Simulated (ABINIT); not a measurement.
# Converging the k-point mesh at a smearing width of 0.05 eV: Na (Im-3m, 1 atom in the cell)

```
CELL_PARAMETERS angstrom
     -2.14065     2.14065     2.14065
      2.14065    -2.14065     2.14065
      2.14065     2.14065    -2.14065
ATOMIC_POSITIONS crystal
  Na 0.00000 0.00000 0.00000
```

Level of theory: PBE, PAW (JTH v2.0 PBE PAW) (plane waves; ABINIT 10.0.3).

Base settings: pseudos = [Na.GGA_PBE-JTH.xml]; ecut = 30 Ha; pawecutdg = 60 Ha; occopt = 3; tsmear = 0.1 eV; ngkpt = 5 5 5; nshiftk = 1; shiftk = 0 0 0; potentials = JTH v2.0 PBE PAW; nband = 10.

In this ladder: tsmear = 0.05 eV.

Only quantities that move along the ladder and can be compared are tabulated.

These are the values that this program gave, and no reference: the one-centre exchange-correlation terms come from a truncated expansion.

The count of work is k-points × plane waves × bands × iterations; it is no time. Core times come from one kind of shared machine, to one figure; runs under 30 s give none.

The starting cell has typed, rounded lattice constants, without a prior relaxation at this level. Its lattice was rescaled by up to half a per cent. Without a gap this mesh is coarse (it stands for a supercell whose shortest vector is 19 Å).

```tsv
ngkpt	free energy less the last step's (meV/atom)	pressure (GPa)	count of work / last	core time / last (rough)
4 4 4	97.65	-0.40	0.028	–
5 5 5	0.98	-0.67	0.035	–
6 6 6	28.00	-0.60	0.056	–
7 7 7	-2.20	-0.70	0.069	–
8 8 8	8.08	-0.67	0.10	–
10 10 10	3.83	-0.68	0.16	0.2
12 12 12	1.40	-0.69	0.25	0.3
14 14 14	-0.31	-0.69	0.36	0.4
17 17 17	0.06	-0.69	0.58	0.5
21 21 21	0.00	-0.69	1.0	1
```

Coarsest ngkpt that holds the pressure within 0.2 GPa of the last step, with all finer ones: 5 5 5, at 0.035 of the last step's count of work; the step before is off by 0.29 GPa.

Coarsest ngkpt that holds the free energy within 2 meV/atom of the last step, with all finer ones: 12 12 12, at 0.25 of the last step's count of work and about 0.3 of the last step's time; the step before is off by 3.8 meV/atom.
